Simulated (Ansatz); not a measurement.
## Point defect C on the N site + Si on the B site (C_N+Si_B) in zinc-blende BN

Method: HSE06, PAW (plane waves to 420 eV; Ansatz, a quantum-chemistry and plane-wave program). Details: 64-site cell; lattice scaled to a tabulated measured volume, 5.91 Å³ a site; 2×2×2 shifted k-points; start: the N site; B 1.57 Å away; finite-size errors of tenths of an eV; relaxed from one start, so a lower configuration may exist; atoms relaxed at one k-point.

Neighbours after relaxation, in Å: of the Si atom: C 1.69, N 1.70, N 1.70, N 1.70; of the C atom: B 1.55, B 1.55, B 1.55, Si 1.69.

The name describes the start; the neighbours show where the atoms ended.

| charge | moment (μB) | largest move off a lattice site (Å) |
|---|---|---|
| 0 | not spin-polarised | 0.14 |
